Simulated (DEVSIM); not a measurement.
## abrupt InP p-n junction

Device: abrupt InP p-n junction, at 300 K.

```csv
layer (left to right),material,thickness (μm),Nd (cm⁻³),Na (cm⁻³),τn (s),τp (s)
1,InP,1.30,-,8.8e16,1.2e-9,1.2e-9
2,InP,130,5.9e16,-,1.2e-9,1.2e-9
```

Left contact: ohmic. Right contact: ohmic. Voltage is applied to the left contact. Recombination: SRH at mid-gap. Mobility is constant in doping.

The device is made up for the run: typed textbook-type constants, with dimensions and the other settings drawn at random. Values at 300 K.

| parameter | InP |
|---|---|
| gap (eV) | 1.344 |
| affinity (eV) | 4.38 |
| permittivity | 12.5 |
| Nc (cm⁻³) | 5.7e17 |
| Nv (cm⁻³) | 1.1e19 |
| μn (cm²/Vs) | 5200 |
| μp (cm²/Vs) | 170 |

Simulated with DEVSIM: 1D drift-diffusion, Boltzmann statistics, complete ionisation; no tunnelling, impact ionisation, image-force lowering or self-heating.

```yaml
potential_step_across_the_device_at_zero_bias: 1.161 V
largest_field_in_the_device_at_zero_bias: 110000 V/cm
Dark forward voltage at 1 A/cm²: 0.917 V
Dark forward voltage at 100 A/cm²: 1.068 V
```

Dark forward current:

(V (V), J (A/cm²)): (0.05, 1.4e-9); (0.10, 4.7e-9); (0.15, 1.4e-8); (0.25, 1.0e-7); (0.30, 2.8e-7); (0.35, 7.6e-7); (0.40, 2.1e-6); (0.50, 1.6e-5); (0.55, 4.4e-5); (0.60, 0.00012); (0.65, 0.00036); (0.70, 0.0011); (0.80, 0.018); (0.85, 0.091); (0.90, 0.54); (0.95, 3.4); (1.05, 73); (1.10, 180); (1.15, 310); (1.20, 450); (1.25, 610); (1.35, 940); (1.40, 1100); (1.45, 1300); (1.50, 1500); (1.60, 1800); (1.65, 2000); (1.70, 2200)

Small-signal capacitance in reverse bias (quasi-static):

| V (V) | C (nF/cm²) |
|---|---|
| -0.4 | 45.6 |
| -1 | 38.5 |
| -2 | 31.7 |
| -3 | 27.6 |
| -4 | 24.8 |
| -6 | 21.0 |
| -8 | 18.5 |
| -10 | 16.8 |
